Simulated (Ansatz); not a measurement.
The reference is Se (space group P3_121, No. 152; a = 4.506 Å, c = 4.991 Å; made of chains).

Levels (all Ansatz, an electronic-structure program, PAW): r2SCAN (500 eV, scalar-relativistic without spin-orbit coupling); HSE06 (420 eV, without spin-orbit coupling).

The geometry is relaxed with r2SCAN.

* **r2SCAN band gap**: 1.33 eV

With HSE06 at the same geometry, the band gap increases by 0.54 eV, from 1.33 eV to 1.87 eV.

Single points use the geometry relaxed with r2SCAN. HSE06 was sampled on its mesh, a few special points and the semilocal edge points, so its gap is an upper bound. Stability against distortions was not tested. No dispersion term is included, though the crystal is made of layers, chains or molecules, so its spacings can come out too wide.
